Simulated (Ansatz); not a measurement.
# NiGe: pressure series

Consider NiGe (space group Pnma, No. 62; non-magnetic).

```cif
data_Ge4Ni4
_chemical_formula_sum 'Ni4 Ge4'
_space_group_name_H-M_alt 'P 1'
_space_group_IT_number 1
_cell_length_a 5.40742
_cell_length_b 3.47344
_cell_length_c 5.84671
_cell_angle_alpha 90.000
_cell_angle_beta 90.000
_cell_angle_gamma 90.000
loop_
_space_group_symop_operation_xyz
  'x, y, z'
loop_
_atom_site_label
_atom_site_type_symbol
_atom_site_fract_x
_atom_site_fract_y
_atom_site_fract_z
_atom_site_occupancy
Ni1 Ni 0.50562 0.25000 0.69027 1
Ni2 Ni 0.00562 0.25000 0.80973 1
Ni3 Ni 0.49438 0.75000 0.30973 1
Ni4 Ni 0.99438 0.75000 0.19027 1
Ge1 Ge 0.68992 0.25000 0.08694 1
Ge2 Ge 0.18992 0.25000 0.41306 1
Ge3 Ge 0.31008 0.75000 0.91306 1
Ge4 Ge 0.81008 0.75000 0.58694 1
```

Cell and atoms are relaxed at each pressure.

Computed with Kohn–Sham DFT with the PBE functional, run in Ansatz (a program for electronic structure) with PAW and 420 eV plane waves, no SOC.

Notes on the quantities. enthalpy: H = E + PV relative to the base's energy.

```csv
change,enthalpy,shortest interatomic distance,density
base,–,2.354 Å,7.94 g/cm³
pressure 3 GPa,+0.25 eV/atom,2.342 Å,8.12 g/cm³
pressure 7 GPa,+0.59 eV/atom,2.328 Å,8.33 g/cm³
pressure 15 GPa,+1.22 eV/atom,___,___
pressure 30 GPa,+2.36 eV/atom,2.273 Å,9.28 g/cm³
```

Question: What belongs in the blanks?

Answer: 
- pressure 15 GPa, shortest interatomic distance: 2.305 Å
- pressure 15 GPa, density: 8.70 g/cm³

Load acts through the strain it causes; cell and atoms are relaxed under it. Whether these cells are dynamically stable was not tested. No other phases were tried under pressure. Seeded moments were not kept for the base. The final runs are not spin-polarised.
